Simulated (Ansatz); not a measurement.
For MoIr (P-6m2), Ansatz (a first-principles code) with PBEsol, DFPT electron-phonon coupling, linearised Boltzmann equation gives a transport coupling λ_tr = 0.476 and a Drude plasma energy ħω_p = 7.44 eV along x (a = (2.75, 0.00, 0.00) Å; b = (-1.38, 2.38, 0.00) Å; c = (0.00, 0.00, 4.43) Å).

**Question.** Estimate the resistivity at 300 K from the high-temperature formula ρ = 2π λ_tr k_B T / (ħ ε₀ ω_p²), and say how the full Boltzmann solution compares.

**Answer.** The scattering rate is 1/τ = 2π λ_tr k_B T/ħ = 1.17e14 s⁻¹ and ω_p = 1.13e16 s⁻¹, so ρ ≈ 10.4 μΩ·cm. The Boltzmann solution gives 9.66 μΩ·cm, 0.93 times the estimate.

A metal at this level (no band gap). Only scattering by harmonic phonons is included (no impurities, grain boundaries, electron-electron scattering or thermal expansion). Spin-orbit coupling is left out, which matters with elements this heavy. The run warned that the eigensolver left some states short of its tolerance. Halving the electron mesh (36x36x20) moves the resistivity by up to 1 % at 300 K, the coupling by up to 3 %. Smearing 0.20 eV; phonons on a 6x6x3 q mesh, which this run doesn't test.

Computed structure with no diffraction record at hand here (it may be known, metastable or hypothetical): MoIr (P-6m2).
